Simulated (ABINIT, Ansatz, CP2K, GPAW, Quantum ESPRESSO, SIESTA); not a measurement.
One structure in several programs: AgAu₃ (Pm-3m, 4 atoms in the cell)

Self-consistent single point.

```
CELL_PARAMETERS angstrom
      4.12163     0.00000     0.00000
      0.00000     4.12163     0.00000
      0.00000     0.00000     4.12163
ATOMIC_POSITIONS crystal
  Ag 0.50000 0.50000 0.50000
  Au 0.50000 0.00000 0.00000
  Au 0.00000 0.50000 0.00000
  Au 0.00000 0.00000 0.50000
```

Shared settings, as Ansatz (a quantum-chemistry and plane-wave program) writes them: kpoints.mp_grid.grid = 6 6 6; scf.occupations.method = fermi_dirac; scf.occupations.width = 0.1 eV. Potentials and cutoffs stand in the table.

```csv
code,model,pressure (GPa),cutoff
Ansatz,"PBEsol, PAW files made with PBE",-5.27,420 eV
Quantum ESPRESSO,"PBEsol, SSSP 1.1.2 efficiency (PBE) pseudopotentials",-5.98,60 Ry
CP2K,"PBEsol, GPW, DZVP-MOLOPT-SR-GTH basis, GTH-PBE potentials (GTH_POTENTIALS)",0.46,grid 500 Ry
SIESTA,"GGA PBEsol, numerical atomic orbitals DZP, PseudoDojo PBEsol standard norm-conserving potentials (rewritten from UPF to PSML)",-7.73,grid 300 Ry
ABINIT,"PBEsol, norm-conserving pseudopotentials (PseudoDojo nc-sr-04 PBEsol standard)",-5.51,1116 eV
GPAW,"PBEsol, GPAW PAW datasets PBEsol (made by gpaw-setup)",-3.51,600 eV
```

On Ansatz's run: spin-orbit coupling is off.

The spread over the programs that give each value: pressure within 8.19 GPa.

CP2K and SIESTA use small atom-centred bases, whose incompleteness enters pressures, forces and empty levels differently from a plane-wave cutoff. Ansatz's pressure is given at a fixed set of plane waves, as the other plane-wave codes print theirs; with its correction for the finite basis it is -5.22 GPa. In the pressure, CP2K (by 5.85), SIESTA (by 2.34) and GPAW (by 1.87) lie more than 1 GPa from the median of the plane-wave programs.

The starting cell comes from a database of computed structures (which also holds hypothetical and non-ambient phases and stackings), without a prior relaxation at this level.

Left out of this page: Elk (not drawn, or without a comparable value).

Keys are those of Ansatz 0.2.
